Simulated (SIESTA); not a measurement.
# Input and output of a self-consistent single point for P (Cmce, 4 atoms in the cell) (SIESTA)

Level of theory: GGA PBE, numerical atomic orbitals TZP, PseudoDojo PBE standard norm-conserving potentials (rewritten from UPF to PSML) (SIESTA).

This input was run:

```
# files in the folder: P.psml (PseudoDojo PBE standard)
SystemName  P
SystemLabel P

NumberOfAtoms                4
NumberOfSpecies              1
%block ChemicalSpeciesLabel
  1 15 P
%endblock ChemicalSpeciesLabel
LatticeConstant              1.0 Bohr
%block LatticeVectors
     3.113474968  -10.326395180    0.000000000
     3.113474968   10.326395180    0.000000000
     0.000000000    0.000000000    8.585377273
%endblock LatticeVectors
AtomicCoordinatesFormat      ScaledCartesian
%block AtomicCoordinatesAndAtomicSpecies
     3.113474968    1.979776484    7.822824064  1
     3.113474968   -1.979776484    0.762553209  1
     3.113474968    8.346618696    3.530135427  1
     3.113474968   -8.346618696    5.055241846  1
%endblock AtomicCoordinatesAndAtomicSpecies

XC.functional                GGA
XC.authors                   PBE
PAO.BasisSize                TZP
PAO.EnergyShift              0.01 Ry
MeshCutoff                   400 Ry
%block kgrid.MonkhorstPack
    8   0   0  0.0
    0   8   0  0.0
    0   0   6  0.0
%endblock kgrid.MonkhorstPack
OccupationFunction           MP
OccupationMPOrder            0
ElectronicTemperature        136.0 meV

MaxSCFIterations             150
SCF.Mixer.Method             Pulay
SCF.Mixer.Weight             0.25
SCF.Mixer.History            8
SCF.DM.Tolerance             1.0E-05
Diag.ParallelOverK           true
WriteForces                  true
Charge.Mulliken              end
```

Output (repeated stretches shortened):

```
reinit: Reading from file input.fdf

reinit: System Name: P
reinit: System Label: P

coor:   Atomic-coordinates input format  =     Cartesian coordinates
coor:                                          (in units of alat)

siesta: Atomic coordinates (Bohr) and species
siesta:      3.11347   1.97978   7.82282  1        1
siesta:      3.11347  -1.97978   0.76255  1        2
siesta:      3.11347   8.34662   3.53014  1        3
siesta:      3.11347  -8.34662   5.05524  1        4

siesta: System type = bulk

initatomlists: Number of atoms, orbitals, and projectors:      4    68    72

siesta: ******************** Simulation parameters ****************************
redata: Spin configuration                          = none
redata: Time-Reversal Symmetry                      = T
redata: Number of Atomic Species                    =        1
redata: Mesh Cutoff                                 =   400.0000 Ry
redata: Net charge of the system                    =     0.0000 |e|
redata: Min. number of SCF Iter                     =        0
redata: Max. number of SCF Iter                     =      150
redata: SCF convergence failure will abort job
redata: SCF mix quantity                            = Hamiltonian
redata: Mix DM or H after convergence               =   F
redata: Recompute H after scf cycle                 =   F
redata: Mix DM in first SCF step                    =   T
redata: No kicks to SCF
redata: DM Mixing Weight for Kicks                  =     0.5000
redata: Require Harris convergence for SCF          =   F
redata: Harris energy tolerance for SCF             =     0.000100 eV
redata: Require DM convergence for SCF              =   T
redata: DM tolerance for SCF                        =     0.000010
redata: Require EDM convergence for SCF             =   F
redata: EDM tolerance for SCF                       =     0.001000 eV
redata: Require H convergence for SCF               =   T
   [... lines left out ...]
diag: Used triangular part                          = Lower
diag: Absolute tolerance                            =  0.100E-15
diag: Orthogonalization factor                      =  0.100E-05
diag: Memory factor                                 =  1.0000

superc: Internal auxiliary supercell:     7 x     7 x     5  =     245
superc: Number of atoms, orbitals, and projectors:    980  16660  17640

                        Single-point calculation

superc: Internal auxiliary supercell:     7 x     7 x     5  =     245
superc: Number of atoms, orbitals, and projectors:    980  16660  17640

outcell: Unit cell vectors (Ang):
        1.647580   -5.464493    0.000000
        1.647580    5.464493    0.000000
        0.000000    0.000000    4.543186

outcell: Cell vector modules (Ang)   :    5.707469    5.707469    4.543186
outcell: Cell angles (23,13,12) (deg):     90.0000     90.0000    146.4432
outcell: Cell volume (Ang**3)        :     81.8063
new_DM -- step:     1
Initializing Density Matrix...

Attempting to read DM from file... Failed...
DM filled with atomic data:

InitMesh: MESH = 72 x 72 x 100 = 518400
InitMesh: Mesh cutoff (required, used) =   400.000   479.808 Ry

stepf: Methfessel-Paxton step function
       Using Hermite-Gauss polynomials of order  0
        iscf     Eharris(eV)        E_KS(eV)     FreeEng(eV)     dDmax    Ef(eV) dHmax(eV)
   scf:    1     -751.972974     -752.831733     -752.832026  1.253502 -3.398651  0.613390
   scf:    2     -753.051024     -752.964239     -752.964539  0.018673 -3.399469  0.212707
   scf:    3     -752.989406     -752.980651     -752.980961  0.009069 -3.402269  0.057760
   scf:    4     -752.983439     -752.982275     -752.982599  0.002830 -3.402334  0.007941
   scf:    5     -752.982497     -752.982394     -752.982725  0.000932 -3.400449  0.001343
   scf:    6     -752.982396     -752.982395     -752.982728  0.000179 -3.399473  0.000705
   scf:    7     -752.982395     -752.982395     -752.982728  0.000084 -3.399025  0.000099
   scf:    8     -752.982395     -752.982395     -752.982728  0.000012 -3.399037  0.000004
   scf:    9     -752.982395     -752.982395     -752.982728  0.000001 -3.399037  0.000002
SCF Convergence by DM+H criterion
max |DM_out - DM_in|         :     0.0000011060
max |H_out - H_in|      (eV) :     0.0000024933
SCF cycle converged after 9 iterations

Using DM_out to compute the final energy and forces

siesta: E_KS(eV) =             -752.9824

siesta: E_KS - E_eggbox =      -752.9824

siesta: Atomic forces (eV/Ang):
     1   -0.000000    0.322384    0.545684
     2   -0.000000   -0.322384   -0.545684
     3   -0.000000   -0.322384    0.545684
     4    0.000000    0.322384   -0.545684
   Tot    0.000000    0.000000   -0.000000
   Max    0.545684
   Res    0.365924    sqrt( Sum f_i^2 / 3N )
   Max    0.545684    constrained

Stress tensor Voigt[x,y,z,yz,xz,xy] (kbar):      -26.47      -24.48      -27.93        0.00       -0.00        0.00
(Free)E + p*V (eV/cell)     -751.6403
Target enthalpy (eV/cell)     -752.9827

siesta: Program's energy decomposition (eV):
siesta: Ebs     =      -207.548275
siesta: Eions   =      1447.011300
siesta: Ena     =       519.927261
siesta: Ekin    =       273.936852
siesta: Enl     =       112.463311
siesta: Eso     =         0.000000
siesta: Edftu   =         0.000000
siesta: DEna    =        10.333729
siesta: DUscf   =         0.448103
siesta: DUext   =         0.000000
siesta: Ex      =      -198.842065
siesta: Ec      =       -24.238285
siesta: Exc     =      -223.080351
siesta: Eharris =      -752.982395
siesta: Etot    =      -752.982395
siesta: FreeEng =      -752.982728

siesta: Atomic forces (eV/Ang):
siesta:      1   -0.000000    0.322384    0.545684
siesta:      2   -0.000000   -0.322384   -0.545684
siesta:      3   -0.000000   -0.322384    0.545684
siesta:      4    0.000000    0.322384   -0.545684
siesta: ----------------------------------------
siesta:    Tot    0.000000    0.000000   -0.000000

siesta: Stress tensor (static) (eV/Ang**3):
siesta:    -0.016521   -0.000000   -0.000000
siesta:     0.000000   -0.015278    0.000000
siesta:    -0.000000    0.000000   -0.017432

siesta: Cell volume =         81.806328 Ang**3

siesta: Pressure (static):
siesta:                Solid            Molecule  Units
siesta:           0.00017873          0.00020420  Ry/Bohr**3
siesta:           0.01641021          0.01874903  eV/Ang**3
siesta:          26.29205258         30.03925513  kBar

mulliken: Atomic and Orbital Populations:

Species: P
Atom  Qatom  Qorb
               3s      3s      3s      3py     3pz     3px     3py     3pz
               3px     3py     3pz     3px     3Pdxy   3Pdyz   3Pdz2   3Pdxz
               3Pdx2-y2
   1  5.000   1.044  -0.166   0.673   0.810   0.758   0.563   0.041   0.071
              0.152   0.264   0.213   0.197   0.058   0.068   0.061   0.108

              0.087
   2  5.000   1.044  -0.166   0.673   0.810   0.758   0.563   0.041   0.071
              0.152   0.264   0.213   0.197   0.058   0.068   0.061   0.108

              0.087
   3  5.000   1.044  -0.166   0.673   0.810   0.758   0.563   0.041   0.071
              0.152   0.264   0.213   0.197   0.058   0.068   0.061   0.108

              0.087
   4  5.000   1.044  -0.166   0.673   0.810   0.758   0.563   0.041   0.071
              0.152   0.264   0.213   0.197   0.058   0.068   0.061   0.108

              0.087

mulliken: Qtot =       20.000

Mulliken Atomic Populations:
Atom #   charge [q] valence [e]  Species
     1    -0.000000    5.000000  P
     2     0.000000    5.000000  P
     3    -0.000000    5.000000  P
     4     0.000000    5.000000  P
 Total     0.000000
```

The run converged in 9 iterations.

The starting cell comes from a database of computed structures (which also holds hypothetical and non-ambient phases and stackings), without a prior relaxation at this level. Its lattice was rescaled by a random factor within 2.5 % of one. Values carry the incompleteness of an atom-centred basis.

Cost on one core of a shared machine: roughly 50 s.
